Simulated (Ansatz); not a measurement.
**CdCu2GeSe4: transverse stress against strain**

CdCu2GeSe4 (I-42m, 22.624 Å³/atom and stress up to 0.01 GPa in the relaxed cell, c along z) under a strain ε along c (axis z), the other axes held. PBEsol in Ansatz, a plane-wave DFT program (PAW, default set), 420 eV, 8×8×8 Γ-centred mesh, Fermi-Dirac smearing 0.05 eV; ions are relaxed, or left where forces stay under 0.02 eV/Å, within the symmetry of each cell. Stress is positive for a compressed cell.

Here s stands for strain and y for stress xx.

```
strain (%)  stress xx (GPa)
----------  ---------------
-3.00                     ?
-1.50                  0.88
-0.75                  0.43
0.00                   0.00
0.75                  -0.41
1.50                  -0.79
```

Q: Fit y against s with a straight line, and predict the withheld value at s = -3.00.

A: Means: s 0, y 0.022. About the means, the sum of products is -3.1350 and the sum of squares of s is 5.6250; the slope is their ratio. Least squares gives y = 0.022 - 0.5573·s. Residuals (row less fit): 0.022, -0.010, -0.022, -0.014, 0.024; standard error 0.025 (degrees of freedom: 3). The slope gives the elastic constant C13 = 56 ± 1 GPa (± standard error of the fit, which holds the terms cut off). At the withheld row, y = 0.022 - 0.5573 × (-3.00) = 1.694 GPa. The calculation gives 1.86 GPa, 0.166 GPa above the prediction (6.3 % of the range of y in the table). The row lies outside the fitted rows, so this is an extrapolation. From the scatter of the fitted rows alone, a prediction at this place has a standard error of 0.041 GPa, so the miss is 4.0 times that.

A polynomial of degree 2 through the 8 other runs of the series gives 1.85 there, so most of the miss is curvature that the fit leaves out. This level leaves no gap over 0.05 eV at strain -0.75, 0.00, 0.75, 1.50 %. The start is a measured cell from the literature; how it stands against other phases or cation orders wasn't checked. Rows are the converged runs of the series near zero and its far end; series whose fitted rows scatter by over a few per cent of the range, as at a crossing or softening among them, aren't shown in this form, nor equations of state whose B0' disagrees with the runs' pressures. Most that stay on the fit to the last digits aren't either.
